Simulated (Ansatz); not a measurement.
**Effective masses and thermopower of ZnO (P6_3mc)**

Consider the following.

```yaml
crystal:
  lattice:
    - [3.23517, 0.00000, 0.00000]
    - [-1.61759, 2.80174, 0.00000]
    - [0.00000, 0.00000, 5.21152]
  atoms:
    - { symbol: Zn, position: [0.66667, 0.33333, 0.50035] }
    - { symbol: Zn, position: [0.33333, 0.66667, 0.00035] }
    - { symbol: O, position: [0.66667, 0.33333, 0.87996] }
    - { symbol: O, position: [0.33333, 0.66667, 0.37996] }
```

Method: r2SCAN with spin-orbit coupling, rigid bands (plane waves, PAW; Ansatz, an electronic-structure program). How the cell was made: cell and atoms relaxed with r2SCAN.

The band gap comes out as 1.22 eV, the electron conductivity mass (300 K, dilute) comes out as 0.21 mₑ and the hole conductivity mass (300 K, dilute) is 1.82 (x), 1.82 (y), 2.8 (z) mₑ. The effective density of states N_c (300 K) is 2.3e18 cm⁻³. The effective density of states N_v (300 K) is 7.8e19 cm⁻³, the density-of-states mass, electrons is 0.21 mₑ and the density-of-states mass, holes is 2.1 mₑ. The Seebeck coefficient, n-type 1e19 cm⁻³, 300 K comes out as -116 μV/K. The best n-type power factor at 300 K for τ = 10 fs (best axis; densities from 1e16 to 1e21 cm⁻³ tried, whether or not they can be reached) is 1.78 μW/(cm·K²) at 1e19 cm⁻³. The Seebeck coefficient, p-type 1e19 cm⁻³, 300 K is 432 μV/K.

Rigid bands; masses and Seebeck coefficients take one relaxation time τ for all states and one kind of carrier; polarons and phonon drag are left out.
